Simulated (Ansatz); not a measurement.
Ge (model structure, within 0.1 Å of Fd-3m, No. 227, 2 atoms in the cell), treated with HSE06 (Ansatz, a first-principles code, plane waves, PAW).

Numerical settings: plane-wave cutoff 460 eV, 8×8×8 k mesh, Fermi–Dirac smearing 0.01 eV, scalar-relativistic PAW data made under PBE.

Cell (relaxed with PBE-D3(BJ)):

```yaml
crystal:
  lattice:
    - [3.48953, -2.01544, -0.02608]
    - [3.48953, 2.01544, -0.02608]
    - [-2.30511, 0.00000, 3.30850]
  atoms:
    - { symbol: Ge, position: [0.87505, 0.87505, 0.12505] }
    - { symbol: Ge, position: [0.12495, 0.12495, 0.87495] }
```

Task: Give the computed band gap.

Result: 
- band gap: 0.61 eV (on the SCF k mesh) (direct)

Note: cell and atoms aren't relaxed at this level (pressure -0.6 GPa).

Spin–orbit coupling is not included.

Static lattice: no zero-point or thermal effects.

A model structure was made by putting elements into a prototype or built by hand; here it ended with the formula and space group of a phase in our tables.
